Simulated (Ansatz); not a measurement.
The structure below was relaxed with DFT with PBEsol-D3(BJ), PAW potentials and a 420 eV plane-wave cutoff in Ansatz (a first-principles code), no SOC.

```yaml
crystal:
  lattice:
    - [3.10889, 0.00000, 0.00000]
    - [-1.55445, 2.69238, 0.00000]
    - [0.00000, 0.00000, 11.70743]
  atoms:
    - { symbol: Mo, position: [0.33333, 0.66667, 0.25000] }
    - { symbol: Mo, position: [0.66667, 0.33333, 0.75000] }
    - { symbol: S, position: [0.33333, 0.66667, 0.61647] }
    - { symbol: S, position: [0.66667, 0.33333, 0.11647] }
    - { symbol: S, position: [0.66667, 0.33333, 0.38353] }
    - { symbol: S, position: [0.33333, 0.66667, 0.88353] }
```

Problem. Find the space group and the Wyckoff positions.

Solution. Space group P6₃/mmc (No. 194); a = 3.109 Å, b = 3.109 Å, c = 11.707 Å, α = 90.00°, β = 90.00°, γ = 120.00°

```tsv
atom	site	symmetry	x	y	z
Mo	2c	-6m2	0.3333	0.6667	0.2500
S	4f	3m.	0.6667	0.3333	0.1165
```

Problem. Describe the coordination.

Solution. The crystal has 6 atoms in its conventional cell. Conventional cell: a = b = 3.1089 Å, c = 11.7074 Å, α = β = 90.00°, γ = 120.00°. Mo is coordinated by 6 S at 2.380 Å (trigonal prismatic). S sees 3 Mo at 2.380 Å (trigonal pyramidal). (Neighbours: up to the widest gap in distance over summed covalent radii, below 1.35, at either atom; cation-cation and far metal-metal contacts left out.)

Stability against distortions was not tested. The cell was made from MoSe2 by this change: Se → S.
